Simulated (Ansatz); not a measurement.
How far PBE and r2SCAN part for PbSe, Se → Te

Base system: PbSe in the rock salt structure (space group Fm-3m, No. 225; a = 6.218 Å).

(Cell as relaxed with PBE.)

Levels (all Ansatz, a first-principles code, PAW): PBE (420 eV, without spin-orbit coupling); r2SCAN (500 eV, no spin-orbit coupling).

Each level relaxes its own structure.

```tsv
base	PBE	r2SCAN
volume per atom	30.05 Å³	29.48 Å³
lattice parameter a	6.218 Å	6.178 Å
band gap	0.43 eV	0.67 eV
```

Perturbation: full substitution Se → Te, then cell and atoms are relaxed.

```csv
quantity,PBE,r2SCAN
lattice parameter a,6.569 Å,(withheld)
band gap,0.83 eV,(withheld)
hole mass,"0.49 mₑ along k, 0.092 mₑ across (at L)",(withheld)
electron mass,"0.30 mₑ along k, 0.11 mₑ across (at L)",(withheld)
```

**Question.** What does r2SCAN give?

**Answer.** 
- lattice parameter a, r2SCAN: 6.534 Å
- band gap, r2SCAN: 1.09 eV
- hole mass, r2SCAN: 0.57 mₑ along k, 0.087 mₑ across (at L)
- electron mass, r2SCAN: 0.34 mₑ along k, 0.12 mₑ across (at L)

PBE's lattice parameter a lies 0.035 Å above r2SCAN's (0.5 %); PBE's band gap lies 0.26 eV below r2SCAN's. Neither level is exact; r2SCAN is the comparison here, not a measurement.

Spin-orbit coupling, missing from the scalar runs, can matter with Pb and Te. Masses are band curvatures over ±0.01 Å⁻¹ around the edge. Along k means along the line from Γ to the band edge. Whether these cells are dynamically stable was not tested.
